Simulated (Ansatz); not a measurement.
We consider VN (P-6m2, No. 187, 2 atoms in the cell; start mp-1018027), described by PBEsol in Ansatz (plane waves, PAW).

Run with plane-wave cutoff 520 eV, 24×24×20 k mesh (along the axes of the cell as run), Fermi–Dirac smearing 0.05 eV, no spin polarisation, scalar-relativistic PAW data made under PBE.

Cell (relaxed at this level):

Space group P-6m2 (No. 187); a = b = 2.7104 Å, c = 2.6210 Å, α = β = 90.00°, γ = 120.00°

| atom | site | symmetry | x | y | z |
|---|---|---|---|---|---|
| V | 1e | -6m2 | 0.6667 | 0.3333 | 0.0000 |
| N | 1d | -6m2 | 0.3333 | 0.6667 | 0.5000 |

Q: Predict the bulk modulus.

A: 
bulk modulus: 360 GPa

Note: the run has no spin polarisation, so it can have missed a magnetic state; the bulk modulus is −V dP/dV from two relaxed cells at ±2 % in volume; the relaxation could not lower the start's symmetry, so the cell can be a saddle point above a distorted one.

A start named mp-… is a Materials Project structure, which need not be a measured phase.

Ansatz is a quantum-chemistry and plane-wave program.
